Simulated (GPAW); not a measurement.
A self-consistent single point of BaS (Fm-3m, 2 atoms in the cell) with GPAW

Computed with PBE, GPAW PAW datasets PBE (gpaw-data 1.0.1) (plane waves; GPAW 25.7.0).

Input:

```python
from ase import Atoms
from ase.units import GPa
from gpaw import GPAW

atoms = Atoms(['Ba', 'S'],
              cell=[[0.000000, 3.195000, 3.195000],
                    [3.195000, 0.000000, 3.195000],
                    [3.195000, 3.195000, 0.000000]],
              scaled_positions=[[0.000000, 0.000000, 0.000000],
                                [0.500000, 0.500000, 0.500000]],
              pbc=True)

calc = GPAW(mode={'name': 'pw', 'ecut': 550},
            xc='PBE',
            kpts=(7, 7, 7),
            occupations={'name': 'fermi-dirac', 'width': 0.01},
            nbands=-4,
            convergence={'forces': 0.001, 'bands': -2},
            symmetry={'symmorphic': False, 'tolerance': 0.0005},
            maxiter=120,
            txt='-')

atoms.calc = calc

energy = atoms.get_potential_energy()
print('Energy (eV):', round(energy, 6))
forces = atoms.get_forces()
print('Forces (eV/Ang):')
print(forces.round(5))
stress = atoms.get_stress()
print('Stress (GPa, Voigt):', (stress / GPa).round(4))
```

Output (repeated stretches shortened):

```
Input parameters:
  convergence: {bands: -2,
                forces: 0.001}
  kpts: [7 7 7]
  maxiter: 120
  mode: {ecut: 550,
         name: pw}
  nbands: -4
  occupations: {name: fermi-dirac,
                width: 0.01}
  symmetry: {symmorphic: False,
             tolerance: 0.0005}
  xc: PBE

species:
  Ba:
    name: Barium
    Z: 56.0
    valence: 10
    core: 46
    charge: 0.0
    file: Ba.PBE.gz

    # Using partial waves for Ba as LCAO basis

  S:
    name: Sulfur
    Z: 16.0
    valence: 6
    core: 10
    charge: 0.0
    file: S.PBE.gz

    # Using partial waves for S as LCAO basis

Reference energy: -232135.462409  # eV

Spin-paired calculation

Convergence criteria:
 Maximum [total energy] change in last 3 cyles: 0.0005 eV / valence electron
 Maximum integral of absolute [dens]ity change: 0.0001 electrons / valence electron
 Maximum integral of absolute [eigenst]ate change: 4e-08 eV^2 / valence electron
 Maximum change in the atomic [forces] across last 2 cycles: 0.001 eV/Ang OR
Maximum error relative to the maximum force is below inf
 Maximum number of scf [iter]ations: 120

Symmetries present (total): 48
Symmetries with fractional translations: 0
343 k-points: 7 x 7 x 7 Monkhorst-Pack grid
20 k-points in the irreducible part of the Brillouin zone
       k-points in crystal coordinates                weights
   0:     0.00000000    0.00000000    0.00000000          1/343
   1:     0.14285714    0.14285714    0.00000000          6/343
   2:     0.14285714    0.14285714    0.14285714          8/343
   [... 7 lines left out ...]
          ...
  19:     0.42857143    0.42857143    0.42857143          8/343

Wave functions: Plane wave expansion
  Cutoff energy: 550.000 eV
  Number of coefficients (min, max): 1898, 1923
  Pulay-stress correction: 0.000000 eV/Ang^3 (de/decut=0.000000)

Occupation numbers: Fermi-Dirac:
  width: 0.0100  # eV

Eigensolver

Densities:
  Coarse grid: 25*25*25 grid
  Fine grid: 50*50*50 grid
  Total Charge: 0.000000

Density mixing:
  Method: separate
  Backend: pulay
  Linear mixing parameter: 0.05
  old densities: 5
  Damping of long wavelength oscillations: 50

Hamiltonian:
  XC and Coulomb potentials evaluated on a 50*50*50 grid
  External potential:
    NoExternalPotential

XC parameters: PBE with 2 nearest neighbor stencil

Number of atoms: 2
Number of atomic orbitals: 9
Number of bands in calculation: 12
Number of valence electrons: 16
Bands to converge: 10

Density initialized from atomic densities
  9 bands from LCAO basis set
  3 bands from random numbers

Atomic positions and initial magnetic moments

Positions:
   0 Ba     0.000000    0.000000    0.000000    ( 0.0000,  0.0000,  0.0000)
   1 S      3.195000    3.195000    3.195000    ( 0.0000,  0.0000,  0.0000)

Unit cell:
           periodic     x           y           z      points  spacing
  1. axis:    yes    0.000000    3.195000    3.195000    25     0.1476
  2. axis:    yes    3.195000    0.000000    3.195000    25     0.1476
  3. axis:    yes    3.195000    3.195000    0.000000    25     0.1476

  Lengths:   4.518412   4.518412   4.518412
  Angles:   60.000000  60.000000  60.000000

Effective grid spacing dv^(1/3) = 0.1610

     iter     time        total  log10-change:
                         energy   eigst   dens  force
iter:   1 --:--:--   -10.576508   +1.26
iter:   2 --:--:--   -10.485444   +0.36  -0.99
iter:   3 --:--:--   -10.145006   -0.18  -1.04
iter:   4 --:--:--   -10.171595   -0.32  -1.33
iter:   5 --:--:--   -10.169158   -0.53  -1.46
iter:   6 --:--:--   -10.163914c  -0.88  -1.95
iter:   7 --:--:--   -10.166624c  -1.51  -2.24
iter:   8 --:--:--   -10.164048c  -1.68  -2.24
iter:   9 --:--:--   -10.164107c  -1.55  -3.00
iter:  10 --:--:--   -10.164047c  -1.99  -2.89
iter:  11 --:--:--   -10.164053c  -2.41  -3.02
iter:  12 --:--:--   -10.164044c  -2.67  -3.07
iter:  13 --:--:--   -10.164024c  -2.75  -3.25
iter:  14 --:--:--   -10.164024c  -2.91  -3.91
iter:  15 --:--:--   -10.164025c  -2.05  -4.14c
iter:  16 --:--:--   -10.164024c  -2.67  -4.01c
iter:  17 --:--:--   -10.164024c  -3.25  -4.29c
iter:  18 --:--:--   -10.164024c  -3.27  -4.27c
iter:  19 --:--:--   -10.164024c  -3.74  -4.45c
iter:  20 --:--:--   -10.164024c  -4.15  -4.52c
   [... 6 lines left out ...]
iter:  27 --:--:--   -10.164024c  -6.34  -5.25c
iter:  28 --:--:--   -10.164024c  -6.55  -5.27c
iter:  29 --:--:--   -10.164024c  -6.70  -5.29c
iter:  30 --:--:--   -10.164024c  -6.94  -5.46c
iter:  31 --:--:--   -10.164024c  -7.30  -5.58c
iter:  32 --:--:--   -10.164024c  -7.50c -5.59c
iter:  33 --:--:--   -10.164024c  -7.65c -5.69c -24.90c

Converged after 33 iterations.

Dipole moment: (0.000000, 0.000000, -0.000000) |e|*Ang

Energy contributions relative to reference atoms: (reference = -232135.462409)

Kinetic:        +11.511954
Potential:      -10.105927
External:        +0.000000
XC:             -11.584349
Entropy (-ST):   -0.000000
Local:           +0.014298
SIC:             +0.000000
--------------------------
Free energy:    -10.164024
Extrapolated:   -10.164024

Showing only first 2 kpts
 Kpt  Band  Eigenvalues  Occupancy
  0     6      4.85162    2.00000
  0     7      4.85162    2.00000
  0     8      8.46564    0.00000
  0     9      8.74228    0.00000

  1     6      4.75979    2.00000
  1     7      4.75979    2.00000
  1     8      8.25882    0.00000
  1     9      9.00862    0.00000

Fermi level: 5.89382

Gap: 2.193 eV
Transition (v -> c):
  (s=0, k=0, n=7, [0.00, 0.00, 0.00]) -> (s=0, k=16, n=8, [0.43, 0.43, 0.00])
Direct/indirect transitions are different
Direct gap: 2.333 eV
Transition at: (s=0, k=16, n=7, [0.43, 0.43, 0.00])
Energy (eV): -10.164024

Forces in eV/Ang:
  0 Ba    0.00000   -0.00000   -0.00000
  1 S     0.00000    0.00000    0.00000

Stress tensor:
    -0.007324     0.000000     0.000000
     0.000000    -0.007324     0.000000
     0.000000     0.000000    -0.007324
Stress (GPa, Voigt): [-1.1735 -1.1735 -1.1735  0.      0.      0.    ]
```

The run converged in 33 iterations. GPAW prints stress with tension positive.

The starting cell has typed, rounded lattice constants, without a prior relaxation at this level.
